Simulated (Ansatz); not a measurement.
**AlAs, response to strain**

Start from AlAs in the wurtzite structure (space group P6_3mc, No. 186; a model cell, its experimental status unchecked).

```xyz
4
Lattice="4.0035 0.0000 0.0000 -2.0017 3.4671 0.0000 0.0000 0.0000 6.5808" Properties=species:S:1:pos:R:3 pbc="T T T"
Al     2.0017     1.1557     6.5797
Al     0.0000     2.3114     3.2894
As     2.0017     1.1557     4.1153
As     0.0000     2.3114     0.8249
```

Cartesian axes are those of the cell as printed.

Strains are applied to the cell and any free atomic positions relax; under biaxial strain the out-of-plane vector relaxes too.

Levels (all Ansatz, a quantum-chemistry and plane-wave program, PAW): PBEsol (420 eV, scalar-relativistic without spin-orbit coupling); HSE06 (420 eV, no SOC).

Band gaps by level, all at the geometries relaxed with PBEsol:

```tsv
case	PBEsol	HSE06
base	1.64 eV	2.41 eV
biaxial strain −1.05 %, plane normal [001], relaxed out of plane	1.56 eV	2.33 eV
biaxial strain +1.47 %, plane normal [001], relaxed out of plane	1.44 eV	2.24 eV
biaxial strain +4.29 %, plane normal [001], relaxed out of plane	0.78 eV	1.52 eV
biaxial strain +4.36 %, plane normal [001], relaxed out of plane	0.77 eV	1.51 eV
```

Single points use the geometry relaxed with PBEsol. The hybrid gap comes from the SCF mesh plus the semilocal run's edge points and a few special points and is an upper bound. Stability against distortions was not tested. This is not the structure that AlAs has at room temperature and ambient pressure.
